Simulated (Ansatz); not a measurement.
BN (model structure, started from the HgO type, P6/mmm, No. 191, 6 atoms in the cell), treated with r²SCAN in Ansatz (PAW).

Run with plane-wave cutoff 560 eV, 12×12×6 k mesh (along the axes of the cell as run), Fermi–Dirac smearing 0.01 eV, scalar-relativistic PAW data made under PBE.

Cell (relaxed at this level):

```yaml
crystal:
  lattice:
    - [3.89654, 0.00000, 0.00000]
    - [-1.94827, 3.37450, 0.00000]
    - [0.00000, 0.00000, 7.81979]
  atoms:
    - { symbol: B, position: [0.00001, 0.00001, 0.50000] }
    - { symbol: B, position: [0.99999, 0.00000, 0.83333] }
    - { symbol: B, position: [0.00000, 0.99999, 0.16667] }
    - { symbol: N, position: [0.99998, 0.99998, 0.00000] }
    - { symbol: N, position: [0.00002, 0.00000, 0.33333] }
    - { symbol: N, position: [0.00000, 0.00002, 0.66667] }
```

### Question
What does this level give for the band gap and Γ–Γ gap?

### Answer

band gap: 3.33 eV (on the SCF k mesh)
Γ–Γ gap: 5.67 eV

Note: the relaxation could raise the start's symmetry but not lower it, so the cell can be a saddle point; the cell has widely spaced layers and the level no dispersion term, so their spacing and the moduli can rest on weak binding.

Computed values are for the static lattice.

Computing time: about 19 core-minutes (a rough figure).

A model structure was made by putting elements into a prototype or built by hand; it is no filed structure, need not be a known phase, and can be a saddle point held by its symmetry.

Ansatz is a quantum-chemistry and plane-wave program.
